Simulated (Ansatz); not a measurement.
Functionals compared on the (001) surface of zinc-blende GaAs, c(4x4): three As ad-dimers on a full As plane (bottom of the slab: anion dimers, one H a dimer), in Ansatz (plane waves, PAW). The structure was relaxed with PBE; the other rows are single points on it. Cutoff 420 eV (500 eV for r2SCAN). HSE06 used the coarser mesh 2x2x1.

Slab: 82 atoms, 14.2 Å thick at the start with caps and adatoms; k 2x3x1, smearing 0.025 eV, dipole-corrected; 16 atoms held, the rest relaxed; no symmetry held; no spin, no spin-orbit, no U. It is one candidate, not shown to be the stable structure of the face. These notes are the PBE run's.

```csv
functional,gap of the slab on its k-mesh (eV),highest filled level below the top vacuum level (eV)
PBE,0.75,5.09
r2SCAN,?,?
```

Question: Fill in the missing entries.

Answer: 
- r2SCAN, gap of the slab on its k-mesh (eV): 1.06
- r2SCAN, highest filled level below the top vacuum level (eV): 5.37

Ansatz is a quantum-chemistry and plane-wave program.
